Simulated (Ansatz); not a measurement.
Consider AlCr2C (space group P6_3/mmc, No. 194; non-magnetic).

```yaml
crystal:
  lattice:
    - [2.84033, 0.00000, 0.00000]
    - [-1.42017, 2.45980, 0.00000]
    - [0.00000, 0.00000, 12.70477]
  atoms:
    - { symbol: Al, position: [0.33333, 0.66667, 0.75000] }
    - { symbol: Al, position: [0.66667, 0.33333, 0.25000] }
    - { symbol: Cr, position: [0.33333, 0.66667, 0.08428] }
    - { symbol: Cr, position: [0.66667, 0.33333, 0.58428] }
    - { symbol: Cr, position: [0.66667, 0.33333, 0.91572] }
    - { symbol: Cr, position: [0.33333, 0.66667, 0.41572] }
    - { symbol: C, position: [0.00000, 0.00000, 0.00000] }
    - { symbol: C, position: [0.00000, 0.00000, 0.50000] }
```

The values are results of Ansatz (a program for electronic structure), PBE, PAW, cutoff 420 eV, without spin-orbit coupling, not measurements.

Base values:

```
Quantity               Value
-------------------  -------
Lattice parameter a  2.840 Å
c/a ratio              4.473
```

It is then changed as follows: cell and atoms relaxed at a pressure of 60 GPa.

Estimate the effect on the lattice parameter a.

The lattice parameter a drops by 0.197 Å, from 2.840 Å to 2.643 Å.

What happens to the c/a ratio?

The c/a ratio goes up by 0.052 to 4.525.

Load acts through the strain it causes; cell and atoms are relaxed under it. No phonon test of stability was made. No other phases were tried under pressure. Starting moments died away, wholly or in part, for the base; another magnetic solution may exist. All final runs are without spin polarisation.
